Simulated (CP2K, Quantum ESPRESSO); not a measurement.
A CP2K input for a self-consistent single point of RhCl3 (C2/m, 8 atoms in the cell) (DFT PBEsol, GPW, DZVP-MOLOPT-SR-GTH basis, GTH-PBE potentials (GTH_POTENTIALS)):

```
&GLOBAL
  PROJECT calc
  RUN_TYPE ENERGY_FORCE
  PRINT_LEVEL MEDIUM
&END GLOBAL
&FORCE_EVAL
  METHOD Quickstep
  STRESS_TENSOR ANALYTICAL
  &DFT
    BASIS_SET_FILE_NAME BASIS_MOLOPT
    POTENTIAL_FILE_NAME GTH_POTENTIALS
    &QS
      METHOD GPW
      EPS_DEFAULT 1E-10
    &END QS
    &MGRID
      CUTOFF 500
      REL_CUTOFF 60
      NGRIDS 5
    &END MGRID
    &SCF
      SCF_GUESS ATOMIC
      EPS_SCF 1E-6
      MAX_SCF 100
      ADDED_MOS 13
      &DIAGONALIZATION
        ALGORITHM STANDARD
      &END DIAGONALIZATION
      &MIXING
        METHOD BROYDEN_MIXING
        ALPHA 0.2
        NBUFFER 10
      &END MIXING
    &END SCF
    &KPOINTS
      SCHEME MONKHORST-PACK 4 4 3
      GAMMA_CENTERED T
    &END KPOINTS
    &XC
      &XC_FUNCTIONAL
        &PBE
          PARAMETRIZATION PBESOL
        &END PBE
      &END XC_FUNCTIONAL
    &END XC
    &PRINT
      &MO
        EIGENVALUES T
        OCCUPATION_NUMBERS T
        NDIGITS 8
        FILENAME mo
        &EACH
          QS_SCF 0
        &END EACH
        ADD_LAST NUMERIC
      &END MO
      &MULLIKEN ON
      &END MULLIKEN
    &END PRINT
  &END DFT
  &SUBSYS
    &CELL
      A 6.00048200 0.00000000 0.00000000
      B -3.00017300 5.19660900 0.00000000
      C -0.97994800 -1.69729300 5.88312600
      PERIODIC XYZ
    &END CELL
    &COORD
      SCALED
      Rh       0.16664000     0.83336000     0.00000000
      Rh       0.83336000     0.16664000     0.00000000
      Cl       0.92422000     0.57280000     0.22317000
      Cl       0.07578000     0.42720000     0.77683000
      Cl       0.42720000     0.07578000     0.77683000
      Cl       0.57280000     0.92422000     0.22317000
      Cl       0.77831000     0.77831000     0.77618000
      Cl       0.22169000     0.22169000     0.22382000
    &END COORD
    &KIND Rh
      BASIS_SET DZVP-MOLOPT-SR-GTH
      POTENTIAL GTH-PBE-q17
    &END KIND
    &KIND Cl
      BASIS_SET DZVP-MOLOPT-SR-GTH
      POTENTIAL GTH-PBE-q7
    &END KIND
  &END SUBSYS
  &PRINT
    &FORCES ON
    &END FORCES
    &STRESS_TENSOR ON
    &END STRESS_TENSOR
  &END PRINT
&END FORCE_EVAL
```

Task: Translate this input to Quantum ESPRESSO.

Result: One input that does it (others would too):

```fortran
&control
  calculation = 'scf',
  prefix = 'run',
  outdir = './out',
  pseudo_dir = './',
  verbosity = 'high',
  tprnfor = .true.,
  tstress = .true.,
/
&system
  ibrav = 0,
  nat = 8,
  ntyp = 2,
  ecutwfc = 60,
  ecutrho = 480,
  occupations = 'fixed',
  nbnd = 42,
  input_dft = 'pbesol',
/
&electrons
  conv_thr = 1e-10,
  mixing_beta = 0.4,
/
ATOMIC_SPECIES
Rh   102.9055  Rh_ONCV_PBE-1.0.oncvpsp.upf
Cl    35.4500  cl_pbe_v1.4.uspp.F.UPF
CELL_PARAMETERS angstrom
   3.0002750000    -5.1965500000     0.0000000000
   3.0002750000     5.1965500000     0.0000000000
  -1.9598730000     0.0000000000     5.8831260000
ATOMIC_POSITIONS angstrom
Rh    3.0002750000    3.4646438160    0.0000000000
Rh    3.0002750000   -3.4646438160    0.0000000000
Cl    4.0540868231   -1.8261716010    1.3129372294
Cl   -0.0134098231    1.8261716010    4.5701887706
Cl   -0.0134098231   -1.8261716010    4.5701887706
Cl    4.0540868231    1.8261716010    1.3129372294
Cl    3.1490738454    0.0000000000    4.5663647387
Cl    0.8916031546    0.0000000000    1.3167612613
K_POINTS automatic
4 4 3  0 0 0
```

Basis settings and potentials, where a program has them, do not carry over. This input uses DFT, PBEsol, plane waves, SSSP 1.1.2 efficiency (PBE) pseudopotentials.

The starting cell comes from a database of computed structures (which also holds hypothetical and non-ambient phases and stackings), without a prior relaxation at this level.
